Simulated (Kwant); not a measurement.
System: normal lead on a InAs wire with induced superconductivity. Mass 0.023 mₑ, grid 10 nm, pairing Δ = 0.2 meV, chemical potential 0.34 meV in the wire and 4 meV in the lead, Rashba 0.064 eV nm, Zeeman energy 0.09 meV along the wire, barrier 5.3 meV × 30 nm; the superconducting wire is semi-infinite.

Constants are typed, rounded textbook-type inputs, not results; the design itself was drawn at random and stands for no fabricated device.

Model: Bogoliubov-de Gennes tight-binding model of one subband, both spins, coherent transport at 0 K (Kwant). Conductance is in e²/h.

Does the wire meet the condition for a Majorana end state, and what zero-bias conductance follows?

√(Δ² + μ²) = 0.394 meV against a Zeeman energy of 0.0900 meV: the condition is not met, so no quantised peak is due. Simulated G(0) = 0.020 e²/h.
